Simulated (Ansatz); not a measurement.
The structure below was relaxed with Ansatz (a quantum-chemistry and plane-wave program), PBE, PAW, cutoff 420 eV, spin-orbit coupling left out, earlier PAW set, at pressure 30 GPa.

Space group F-43m (No. 216); a = b = c = 5.0944 Å, α = β = γ = 90.00°

```json
[
 {"atom": "P", "site": "4c", "symmetry": "-43m", "x": "0.2500", "y": "0.2500", "z": "0.2500"},
 {"atom": "Ga", "site": "4a", "symmetry": "-43m", "x": "0.0000", "y": "0.0000", "z": "0.0000"}
]
```

Question: Write out a cell with all atoms.

Answer: 
```xyz
8
Lattice="5.0944 0.0000 0.0000 0.0000 5.0944 0.0000 0.0000 0.0000 5.0944" Properties=species:S:1:pos:R:3 pbc="T T T"
P      1.2736     1.2736     1.2736
Ga     0.0000     0.0000     0.0000
P      1.2736     3.8208     3.8208
Ga     0.0000     2.5472     2.5472
P      3.8208     1.2736     3.8208
Ga     2.5472     0.0000     2.5472
P      3.8208     3.8208     1.2736
Ga     2.5472     2.5472     0.0000
```
This is the conventional cell.

Load acts through the strain it causes; cell and atoms are relaxed under it. Whether these cells are dynamically stable was not tested. Measured, GaP leaves this structure (for a Cmcm phase) near 26 GPa (temperature not stated; as listed in Datta, Sujoy, Jana, Debnarayan, arXiv (2020)). The cell was made from GaP in the zinc blende structure (space group F-43m, No. 216) by this change: pressure 30 GPa.
